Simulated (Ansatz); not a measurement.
A (10,4) carbon nanotube, relaxed period 8.892 Å, atoms relaxed at each strain.

```tsv
strain	energy (meV a period)	axial force (nN)
-0.015	+658.4	-16.00
+0.015	+627.1	+14.89
```

All values below come from PBE (plane waves to 420 eV, PAW; Ansatz, a quantum-chemistry and plane-wave program). Mesh 1×1×12. No spin polarisation. It repeats along c; a and b span vacuum. An idealised model, rolled from the flat sheet. Symmetry and one short period hold its shape; lower forms weren't sought. Buckling under compression is shut out by symmetry and the short period. Energies are free energies at a Fermi–Dirac width of 0.05 eV, from the unstrained cell.

Mean diameter 9.86 Å.

**Question.** Work out the axial stiffness dF/dε in two ways, and what it means for a modulus.

**Answer.** From the forces: (+14.89 − (-16.00))/0.030 = 1030 nN. From the energies: (E₊ + E₋)/(ε² c) = 1.2855 eV/(0.015² × 8.892 Å) = 642.5 eV/Å = 1029 nN. The two agree to within 1 %. Spread over the circumference π × 9.86 Å, the force value is a sheet stiffness of 333 N/m.
